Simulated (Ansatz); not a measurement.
Si (model structure, started from the Ge type, P4₃2₁2, No. 96, 12 atoms in the cell) was calculated with r²SCAN (plane waves, PAW; Ansatz, a first-principles code).

Run with plane-wave cutoff 560 eV, 6×6×6 k mesh, Fermi–Dirac smearing 0.01 eV, scalar-relativistic PAW data made under PBE.

Cell (relaxed at this level):

```
CELL_PARAMETERS angstrom
      5.66989     0.00000     0.00000
      0.00000     5.66989     0.00000
      0.00000     0.00000     6.85102
ATOMIC_POSITIONS crystal
  Si 0.07926 0.07926 0.00000
  Si 0.42074 0.57926 0.75000
  Si 0.92074 0.92074 0.50000
  Si 0.57926 0.42074 0.25000
  Si 0.16472 0.37341 0.23622
  Si 0.12659 0.66472 0.98622
  Si 0.83528 0.62659 0.73622
  Si 0.87341 0.33528 0.48622
  Si 0.66472 0.12659 0.01378
  Si 0.62659 0.83528 0.26378
  Si 0.33528 0.87341 0.51378
  Si 0.37341 0.16472 0.76378
```

Estimate the band gap and smallest direct gap on the k points sampled that the calculation returns.


- band gap: 1.43 eV (indirect)
- smallest direct gap on the k points sampled: 1.64 eV

Note: the relaxation could raise the start's symmetry but not lower it, so the cell can be a saddle point.

It cost around 100 core-seconds (rough) of CPU time.

A model structure was made by putting elements into a prototype or built by hand; it is no filed structure, need not be a known phase, and can be a saddle point held by its symmetry.
